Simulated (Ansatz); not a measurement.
Amorphous Zr₂₀O₄₁Sr, 62 atoms at 5.30 g/cm³, one PBE-relaxed geometry, zone centre. Methods: PBE, scalar-relativistic without spin-orbit coupling (Ansatz, a first-principles code); r2SCAN, scalar-relativistic without spin-orbit coupling (Ansatz); HSE06, scalar-relativistic without spin-orbit coupling (Ansatz). Plane waves to 420 eV (r2SCAN 500 eV); exact exchange is cut at the cell's faces. All rungs ran without spin polarisation.

The cell was made by melting and quenching with the CHGNet potential and then relaxed with DFT. O atoms were pushed apart under 1.9 Å during the dynamics, to hinder bonds among them. The hot cell started wider than the set density and was brought back towards it in steps. It is the lowest in DFT energy of 2 quenches. It is a model cell: composition and starting density were chosen by hand, and all elements were melted together. No dispersion term was used. Its density started from a set value of 5.29 and ended at 5.30 g/cm³. Cooling (nominally 380 K/ps over its main leg) ran many orders faster than in experiment, which tends to leave more defects and strain. Values belong to this one cell and scatter from quench to quench. The volume was held where the preparation left it and the shape relaxed, at a PBE pressure of -1.2 GPa (tension). Stress components on the final sampling reach 1.2 GPa.

The relaxation ran on the zone centre alone. At PBE the gap is 3.53 eV on a 2×2×2 Γ-centred mesh, and the spacing at the zone centre alone 3.61 eV.

Q: What zone-centre spacing does r2SCAN give, roughly?

A: 4.05 eV (+0.44 eV against PBE).

Q: What zone-centre spacing does HSE06 give, roughly?

A: 5.12 eV (+1.52 eV against PBE).

The highest filled and the lowest empty state spread over these numbers of atoms (participation numbers): PBE: 13.1 and 13.0; r2SCAN: 12.4 and 12.4; HSE06: 12.4 and 13.0.
